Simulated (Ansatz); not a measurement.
**Ta2O5: response to strain**

Start from Ta2O5 (space group C2, No. 5; a cell from a computed database, its experimental status unchecked).

```yaml
crystal:
  lattice:
    - [2.96222, -2.53816, 0.00000]
    - [2.96222, 2.53816, 0.00000]
    - [-2.64989, 0.00000, 5.10193]
  atoms:
    - { symbol: Ta, position: [0.23122, 0.15098, 0.29224] }
    - { symbol: Ta, position: [0.84902, 0.76878, 0.70776] }
    - { symbol: O, position: [0.63318, 0.22415, 0.65149] }
    - { symbol: O, position: [0.77585, 0.36682, 0.34851] }
    - { symbol: O, position: [0.24126, 0.11196, 0.95629] }
    - { symbol: O, position: [0.88804, 0.75874, 0.04371] }
    - { symbol: O, position: [0.27242, 0.72758, 0.50000] }
```

Cartesian axes are those of the cell as printed.

Strains are applied to the cell and any free atomic positions relax; under biaxial strain the out-of-plane vector relaxes too.

Levels (all Ansatz, a program for electronic structure, PAW): PBEsol (420 eV, without spin-orbit coupling); r2SCAN (500 eV, scalar-relativistic without spin-orbit coupling); HSE06 (420 eV, without spin-orbit coupling).

Band gaps by level, all at the geometries relaxed with PBEsol:

| case | PBEsol | r2SCAN | HSE06 |
|---|---|---|---|
| base | 2.40 eV | 2.83 eV | 3.83 eV |
| biaxial strain −0.89 %, plane normal [001], relaxed out of plane | 2.35 eV | 2.77 eV | 3.74 eV |
| isotropic strain −1.84 % | 2.38 eV | 2.83 eV | 3.80 eV |
| isotropic strain +0.61 % | 2.40 eV | 2.83 eV | 3.85 eV |
| uniaxial strain ε_zz = −0.50 % | 2.40 eV | 2.84 eV | 3.86 eV |

Single points use the geometry relaxed with PBEsol. HSE06 was sampled on its mesh, a few special points and the semilocal edge points, so its gap is an upper bound. Spin-orbit coupling, missing from the scalar runs, can matter with Ta. Whether these cells are dynamically stable was not tested.
